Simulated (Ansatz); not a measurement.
## A computed series for Bi2Te3: pressure series

Consider Bi₂Te₃ in the Bi2Te3 type structure (space group R-3m, No. 166; a = 4.3152 Å, c = 29.6191 Å (hexagonal axes)).

Cell and atoms are relaxed at each pressure.

The values are results of DFT with PBEsol-D3(BJ), PAW potentials and a 420 eV plane-wave cutoff in Ansatz (a first-principles code), no SOC, not measurements.

```
case                gap character  lattice parameter a  c/a ratio
----------------  ---------------  -------------------  ---------
base                  direct at Γ             431.5 pm      6.864
pressure −1 GPa       direct at Γ             434.6 pm      6.871
pressure 0.3 GPa      direct at Γ             430.6 pm      6.865
pressure 0.7 GPa      direct at Γ             429.5 pm      6.867
pressure 1.5 GPa      direct at Γ             427.2 pm      6.875
pressure 3 GPa        direct at Γ             423.3 pm      6.892
pressure 5 GPa    indirect, Γ → F             418.4 pm      6.934
pressure 7.5 GPa                –             412.3 pm      7.013
pressure 10 GPa                 –             405.4 pm      7.158
```

A case with no gap was solved on a k-mesh chosen for an insulator, which is coarse for it. With Bi and Te present, leaving out spin-orbit coupling can change the band edges. Load acts through the strain it causes; cell and atoms are relaxed under it. No phonon test of stability was made. No other phases were tried under pressure. All final runs are without spin polarisation.
